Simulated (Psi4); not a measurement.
Psi4 1.11, PBE/def2-svp: V(S)(F)2(OiPr) (CC(C)[O][V]([F])([F])=[S]), 15 atoms. The geometry is a generated start, not checked to be a minimum at this level.

- task = energy
- method = pbe
- basis = def2-svp
- memory = 3 GB
- maxiter = 100
- keys of the molecule block = symmetry c1
- scf_type = df (default)
- e_convergence = 1e-06 (default)
- d_convergence = 1e-06 (default)
- dft_radial_points = 75 (default)
- dft_spherical_points = 302 (default)
- basis functions = 168
- grid points = 318478

```xyz
15

V      0.6791     0.7111     1.9959
S      2.4794    -0.0079     1.3231
F      0.3387    -0.3435     3.2337
F      1.0457     2.2945     2.3474
O     -0.3012     0.5624     0.7587
C     -0.7356     0.1544    -0.4782
C     -0.9363    -1.3641    -0.4371
C      0.3226     0.5563    -1.5127
H     -1.6921     0.6575    -0.7010
H      0.0080    -1.8363    -0.1551
H     -1.2534    -1.7284    -1.4113
H     -1.6950    -1.6182     0.3019
H      0.4925     1.6318    -1.4637
H      1.2577     0.0398    -1.2884
H     -0.0102     0.2905    -2.5132
```

Charge 0 and multiplicity 1 are set for this test and not shown to be the ground state.

With the defaults (diis_max_vecs = 10, damping_percentage = 0, diis = true, scf_initial_accelerator = adiis, soscf = false, soscf_start_convergence = 0.01, level_shift = 0, level_shift_cutoff = 0.01, guess = auto, which took SAD) it converges in 12 SCF iterations. One run each on 2 threads, with these changes:
- diis_max_vecs = 20
- soscf = true, soscf_start_convergence = 0.001
- guess = sadno
- guess = huckel
- damping_percentage = 60
- level_shift = 0.1, level_shift_cutoff = 0.001
- damping_percentage = 60, diis = false, scf_initial_accelerator = none
- diis_max_vecs = 3
- soscf = true

**Question.** Which of these changes keep the SCF from converging, or lead it to another solution?

**Answer.** No convergence: diis_max_vecs = 3; damping_percentage = 60; damping_percentage = 60, diis = false, scf_initial_accelerator = none (the run ends without SCF convergence in 100 iterations). The rest reach the solution of the defaults.

| setting | SCF iterations | JK calls | end |
|---|---|---|---|
| soscf = true, soscf_start_convergence = 0.001 | 9 | 20 | same solution |
| soscf = true | 9 | 25 | same solution |
| the defaults | 12 | 13 | same solution |
| level_shift = 0.1, level_shift_cutoff = 0.001 | 12 | 13 | same solution |
| diis_max_vecs = 20 | 13 | 14 | same solution |
| guess = sadno | 16 | 16 | same solution |
| guess = huckel | 17 | 53 | same solution |
| diis_max_vecs = 3 | 100 | 101 | no convergence |
| damping_percentage = 60 | 100 | 101 | no convergence |
| damping_percentage = 60, diis = false, scf_initial_accelerator = none | 100 | 101 | no convergence |

An SOSCF iteration holds several JK calls; a Hückel guess adds calls on atoms.
